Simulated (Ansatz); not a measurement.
The starting structures come from a database of crystals and need not be the phases stable at ambient conditions.

 Where the default PAW files enter, the runs use the earlier of Ansatz's two default sets.

Tunnelling through a barrier is set by its complex band structure: the current falls as exp(−2κd) with the smallest κ.

Data:

```yaml
crystal:
  lattice:
    - [5.42566, 0.00000, 0.00000]
    - [0.00000, 5.49474, 0.00000]
    - [2.71283, 0.00000, 4.69876]
  atoms:
    - { symbol: Zr, position: [0.00000, 0.00000, 0.00000] }
    - { symbol: H, position: [0.66667, 0.55329, 0.66667] }
    - { symbol: H, position: [0.33333, 0.44671, 0.33333] }
    - { symbol: P, position: [0.66667, 0.29832, 0.66667] }
    - { symbol: P, position: [0.33333, 0.70168, 0.33333] }
    - { symbol: O, position: [0.86742, 0.21678, 0.35863] }
    - { symbol: O, position: [0.13258, 0.78322, 0.64137] }
    - { symbol: O, position: [0.77395, 0.21678, 0.86742] }
    - { symbol: O, position: [0.22605, 0.78322, 0.13258] }
    - { symbol: O, position: [0.35863, 0.21678, 0.77395] }
    - { symbol: O, position: [0.64137, 0.78322, 0.22605] }
```

Space group of this cell: P-3. The cell was relaxed by PBE-D3(BJ); by PBEsol its mean pressure is -1.1 GPa.

Transport runs along the normal of the first two printed cell vectors, the (100) plane of the conventional cell.

The gap is the functional's own. No spin-orbit coupling. Mid-gap values are interpolated on the energy grid.

Give the band gap and the smallest decay constant κ at mid-gap that PBEsol in Ansatz (an electronic-structure program) yields.

Gap 4.52 eV on a 6×6×6 mesh; κ = 0.433 1/Å, at the zone centre.
